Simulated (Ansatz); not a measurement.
The parent structure is Pd in the fcc (Cu type) structure (space group Fm-3m, No. 225; a = 3.943 Å).

Level of theory: DFT with PBE, PAW potentials and a 420 eV plane-wave cutoff in Ansatz (a quantum-chemistry and plane-wave program), no SOC.

Base values:

| Property | Value |
|---|---|
| Pressure | 0.0 GPa |
| Band gap | zero |

One thing is altered: an isotropic linear strain of +3.97 %; the atoms relax in the strained cell.

Q: Estimate the effect on the pressure.

A: The pressure goes from zero to -14.1 GPa.

Q: What does the calculation give for the energy relative to the base after the change?

A: The energy rises by 95 meV/atom.

Q: Estimate the effect on the band gap.

A: The band gap is still zero.

Whether these cells are dynamically stable was not tested. The final runs are not spin-polarised. Pd lies near a magnetic instability that expansion can trigger; it was not tested.
